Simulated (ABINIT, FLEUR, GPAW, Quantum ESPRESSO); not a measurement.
**Bulk modulus against equilibrium volume of hcp Hf (space group 194) over programs and functionals**

Each row is a third-order Birch-Murnaghan fit to seven to nine volumes of hcp Hf (space group 194) in one program and functional, each with its own basis, cutoff and mesh; V0 is in Å^3/atom and B0 in GPa. Along one equation of state d ln B/d ln V = -B', so if levels differed mainly by where they put the minimum, ln B0 would fall on a line in ln V0 with a slope near -B0'.

```csv
"program, functional, potentials",ln V0,ln B0,V0 (Å^3/atom),B0 (GPa)
"ABINIT, LDA, PseudoDojo",3.025,4.794,20.59,120.8
"FLEUR, LDA, all-electron",3.039,4.798,20.88,121.3
"GPAW, LDA, PAW",3.040,?,20.90,?
"Quantum ESPRESSO, LDA, GBRV",3.041,4.795,20.93,120.9
"Quantum ESPRESSO, PBEsol, GBRV",3.077,4.735,21.68,113.9
"ABINIT, PBEsol, PseudoDojo",3.077,4.734,21.69,113.8
"GPAW, PBEsol, PAW",3.077,4.744,21.70,114.9
"Quantum ESPRESSO, PBE, PSlibrary PAW",3.107,4.675,22.35,107.3
"ABINIT, PBE, PseudoDojo",3.116,4.688,22.55,108.6
"FLEUR, PBE, all-electron",3.117,4.679,22.58,107.7
"Quantum ESPRESSO, PBE, GBRV",3.118,4.681,22.60,107.9
"GPAW, PBE, PAW",3.118,4.688,22.60,108.7
```

Taking a straight line for ln B0 over the 11 complete rows: With u = ln V0 - 3.083, the rows have u = -0.058000, -0.044000, -0.042000, -0.006000, -0.006000, -0.006000, 0.024000, 0.033000, 0.034000, 0.035000, 0.035000. Means: u -9.0909e-5, ln B0 4.7283. About the means, the sum of products is -0.017199 and the sum of squares of u is 0.012443; the slope is their ratio. Least squares gives ln B0 = 4.7281 - 1.382·u. Residuals (row less fit): -0.0143, 0.0091, 0.0089, -0.0014, -0.0024, 0.0076, -0.0199, 0.0055, -0.0021, 0.0013, 0.0083; standard error 0.0102 (degrees of freedom: 9). The slope is -1.4; the rows' own B0' run from 3.4 to 3.5, so the line is flatter than -B0': at one and the same volume the levels with the larger V0 are the stiffer ones.

Q: What does the fit predict for ln B0 at ln V0 = 3.040, and how far is the calculated value from it?

A: u = -0.043000, so ln B0 = 4.7281 - 1.382 × (-0.043000) = 4.7875. The calculation gives 4.802, 0.0145 above the prediction (11.4 % of the range of ln B0 in the table). The row lies between fitted rows. From the scatter of the fitted rows alone, a prediction at this place has a standard error of 0.0113, so the miss is 1.3 times that.

The shape of the cell and the inner coordinates aren't relaxed, so V0 and B0 belong to this uniform scaling; a relaxed crystal lies no higher in energy and is usually softer. The runs keep the symmetry of the cell, so they don't test it for distortions. FLEUR's values depend on its sphere radii, cutoffs and local orbitals, which need not be converged. Spin polarisation is off, and so is spin-orbit coupling; occupations are Fermi-Dirac, smeared by 0.05 eV in metals and 0.01 eV otherwise. Cutoffs and mesh are single choices, not tested for convergence of this quantity. No row is a reference.
